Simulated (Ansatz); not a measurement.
1T (CdI2-type) MgI2

The numbers are results of r²SCAN in Ansatz (PAW), not measurements.

Settings: plane-wave cutoff 600 eV, 12×12×6 k mesh (along the axes of the cell as run), finite displacements, scalar-relativistic PAW data made under PBE.

Cell (relaxed at this level):

```cif
data_I2Mg
_chemical_formula_sum 'Mg1 I2'
_space_group_name_H-M_alt 'P 1'
_space_group_IT_number 1
_cell_length_a 4.18627
_cell_length_b 4.18627
_cell_length_c 7.17317
_cell_angle_alpha 90.000
_cell_angle_beta 90.000
_cell_angle_gamma 120.000
loop_
_space_group_symop_operation_xyz
  'x, y, z'
loop_
_atom_site_label
_atom_site_type_symbol
_atom_site_fract_x
_atom_site_fract_y
_atom_site_fract_z
_atom_site_occupancy
Mg1 Mg 0.00000 0.00000 0.00000 1
I1 I 0.33333 0.66667 0.23223 1
I2 I 0.66667 0.33333 0.76777 1
```

For 1T (CdI2-type) MgI2, the high-frequency dielectric constant (mean over three axes) comes out as 3.74. The static dielectric constant (mean over three axes) is 6.99.

Note: the cell comes from a level without a dispersion term, which matters for the spacing of layers, chains or molecules; the cell has widely spaced layers and the level no dispersion term, so their spacing and the moduli can rest on weak binding.

Spin–orbit coupling is not included.

Ansatz is an electronic-structure program.
